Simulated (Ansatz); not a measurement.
Consider Ag in the fcc (Cu type) structure (space group Fm-3m, No. 225; a = 4.104 Å; relaxed with 0.1 eV smearing). Axes: x, y, z lie along the cube axes.

Level of theory: r2SCAN (Ansatz, an electronic-structure program), no spin-orbit coupling.

Before the change:

- Pressure: 0.0 GPa
- Volume per atom: 17.28 Å³

Perturbation: biaxial strain +1.43 %, plane normal [001], relaxed out of plane (Cartesian); in-plane vectors clamped, the third vector and the atoms free.

What happens to the pressure and volume per atom?

The pressure (mean of the normal stresses, compression positive) goes from zero to -0.6 GPa; the volume per atom increases by 0.114 Å³ (17.28 Å³ → 17.40 Å³).

Whether these cells are dynamically stable was not tested.
